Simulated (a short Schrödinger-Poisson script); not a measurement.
Stack: symmetric double-gate stack, Al2O3 on p-type GaN, at 77 K.

```
layer  material  thickness (nm)  Na (cm⁻³)
-----  --------  --------------  ---------
1         Al2O3             3.7          -
2           GaN              14       3e15
3         Al2O3             3.7          -
```

The device is made up for the run: typed textbook-type constants, with dimensions and the other settings drawn at random. Al2O3: permittivity 9, conduction-band edge (eV) 2.75, gap (eV) 6.8, electron mass (mₑ) 0.3. GaN: permittivity 9.5, conduction-band edge (eV) 0, gap (eV) 3.43, Nv at 300 K (cm⁻³) 4.6e19.

Channel valleys (confinement mass, in-plane density-of-states mass, number): Γ 0.2, 0.2, 1. At the gates, both at one voltage, the conduction-band edge of layer 1 lies 2.78 eV − eVg above the Fermi level of the channel. Gaps are held at their typed values at every temperature. Mesh 0.03 nm at interfaces.

Solved with a short Schrödinger-Poisson script written for these runs: 1D Poisson equation in equilibrium, electrons classical, Fermi-Dirac, parabolic valleys, classical holes, full ionisation, no traps, pinning or gate leakage.

The same stack at other levels of the model or other numerical settings:

| run | sheet density of all electrons at Vg = 0.75 V (cm⁻²) | sheet density of all electrons at Vg = 0.15 V (cm⁻²) | capacitance of both gates at Vg = 0.75 V (μF/cm²) | rough cost against the base |
|---|---|---|---|---|
| base | 1.31e13 | 1.92e12 | 3.12 | about 1 |
| electrons treated as classical, Boltzmann | 1.78e13 | 2.44e12 | 4.20 | 0.3 |
| electrons treated as quantum, Hartree | ? | 1.41e12 | ? | 8 |
| electrons treated as quantum, Hartree plus LDA exchange-correlation | 1.22e13 | ? | 3.01 | 10 |
| mesh six times as coarse | 1.30e13 | 1.90e12 | 3.08 | 0.5 |

Question: Complete the blanks.

Answer: 
- electrons treated as quantum, Hartree plus LDA exchange-correlation, sheet density of all electrons at Vg = 0.15 V (cm⁻²): 1.68e12
- electrons treated as quantum, Hartree, sheet density of all electrons at Vg = 0.75 V (cm⁻²): 1.15e13
- electrons treated as quantum, Hartree, capacitance of both gates at Vg = 0.75 V (μF/cm²): 2.92

The classical rows ignore confinement, and Boltzmann statistics overrate the density once the band edge passes the Fermi level.

In real p-type GaN the Mg acceptor is only partly ionised, and so wide a gap doesn't supply an inversion layer without source and drain.
